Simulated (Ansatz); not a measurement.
A user runs Ansatz (an electronic-structure program) on ZnAg2GeSe4 (P1, 8 atoms in the cell) and asks whether the run is sound. The aim is a self-consistent single point with DFT, PBE, plane waves, default PAW files.

Cell that was meant: a = 7.1245 Å, b = 7.1245 Å, c = 7.1245 Å, α = 131.86°, β = 131.86°, γ = 70.44°.

Part of the input:

Ansatz 0.2 input:
```yaml
    - { symbol: Se, position: [0.11753500, 0.10961200, 0.48382200] }
    - { symbol: Se, position: [0.37112400, 0.87772000, -0.00433700] }
    - { symbol: Se, position: [0.89165300, 0.37500700, 1.00050300] }
basis:
  ecutwfc: 30
kpoints:
  mp_grid: { grid: [3, 3, 4], shift: [0.5, 0.5, 0.5] }
hamiltonian:
```

Output (repeated stretches shortened):

```
   [... lines left out ...]
Symmetry: 1 space group operations
Space group: P1 (ITA 1), of the structure as read, at distance tolerance 5.8e-5 Å
k-points: 18 of 36 (time reversal used)
Initial density: superposition of atomic densities (neutral atoms: chi_scale 0, normalization atom), corrected by the library's trained network
Initial wavefunctions: pseudopotential atomic-orbital guess
Eigensolver: davidson
Functional: x = pbe(κ = 0.804, μ = 0.2195149727645171), c = pbe(β = 0.06672455060314922)
SCF iter   1: F=—  HF=-39968.561688 eV  |F-HF|=—  |Δ(HF+E_count)|=         —  Δρ=2.10e0  dr2=9.08e3  ethr=1.77e-3  ⟨swp⟩=1.0  Hψ=1311  notcnv=0
all-band conjugate gradients solve this SCF's bands
preconditioner: auto → LDOS
SCF iter   2: F=—  HF=-30973.775709 eV  |F-HF|=—  |Δ(HF+E_count)|=    8.99e3  Δρ=2.78e-1  dr2=4.02e2  ethr=1.77e-3  ⟨swp⟩=1.0  Hψ=1311  notcnv=0
   [... lines left out ...]
SCF iter   7: F=—  HF=-30658.389650 eV  |F-HF|=—  |Δ(HF+E_count)|=   3.81e-4  Δρ=6.73e-5  dr2=2.10e-5  ethr=4.89e-7  ⟨swp⟩=2.2  Hψ=1757  notcnv=0
SCF iter   8: F=—  HF=-30658.325510 eV  |F-HF|=—  |Δ(HF+E_count)|=   6.41e-2  Δρ=1.26e-5  dr2=7.45e-7  ethr=1.64e-8  ⟨swp⟩=2.0  Hψ=1888  notcnv=0
SCF iter   9: F=-30658.325510 eV  HF=-30658.325510 eV  |F-HF|=2.78e-8  |Δ(HF+E_count)|=   3.19e-7  Δρ=2.77e-6  dr2=3.33e-8  ethr=7.81e-11  ⟨swp⟩=3.6  Hψ=3410  notcnv=0
SCF 1 converged in 9 iterations: F = -30658.325510 eV  dr2 = 3.33e-8
Free energy (F): -30658.325510 eV
Internal energy: -30658.298059 eV  (E = F + TS)
E sigma→0 (E₀):  -30658.311784 eV
Entropy (-TS):   -0.027451 eV (-3.431 meV/atom)
Fermi energy:    48.843254 eV
--- Forces (eV/Å), atoms counted from 1 ---
  atom   1  Ag   -34.01246056    10.96405425   -18.64981884
  atom   2  Ag   -14.05732448   -73.89557431    59.24452619
  atom   3  Zn    36.41371780    -8.61825753   -30.05904208
  atom   4  Ge    -6.75352386    12.09781705    12.80545859
  atom   5  Se   -35.85374598   -70.20014623    -3.01970271
  atom   6  Se   -12.25929733   127.94048314   -20.90489165
  atom   7  Se  -134.34268939   -10.62430609    10.91563915
  atom   8  Se   200.84488492    12.33800253   -10.31671688
--- Stress (GPa, compression-positive) ---
    -3071.502843      54.922142    -100.990823
       54.922142   -3039.835732     -56.603113
     -100.990823     -56.603113   -3035.225058
  P = ⅓ Tr σ = -3048.8545 GPa (-30488.545 kbar)
  The stress holds no Pulay correction (an occupied level lies too near the plane-wave cutoff): it is that at fixed plane waves, as pw.x and ABINIT print it
```

### Question
Can these results be used? Check the input.

### Answer
The run is not sound. The fault is this: a cutoff meant in Ry typed as a bare number, read as eV. A bare number is read in the key's own unit, and eV, Ry (13.6 eV) and Ha (27.2 eV) lie far apart, so the setting ends up far from the one that was meant. To fix it, convert the value to the unit that the key expects. The run converged in 9 iterations without an error; against the sound input the free energy goes up by 1750 eV/atom, the pressure goes from 3.18 to -3049 GPa and the largest force goes from 2.200 to 201.5 eV/Å.

An input that runs soundly differs in these lines (not the only fix; some lines may just follow from the change or write a value another way):
```diff
-basis:
-  ecutwfc: 30
```

With that input, the run converged in 8 iterations: free energy E − TS (on the zero of these files) -44673.2375 eV; gap on the k-point mesh 0.25 eV; pressure 3.18 GPa; largest force (vector length) 2.200 eV/Å (DFT, PBE, plane waves, default PAW files).

On the sound input: the starting cell was generated: these elements placed on a structure prototype, without a prior relaxation; it need not be a known phase or ordering of this composition. Its atoms were displaced at random from the sites of space group no. 82. With a pressure of about 3 GPa the cell is away from its equilibrium volume at this level. Forces in this geometry exceed 1 eV/Å. Ansatz's pressure includes its estimate of the finite-basis (Pulay) stress. The shifted mesh does not hold Γ, so a gap read on it misses any band edge there.
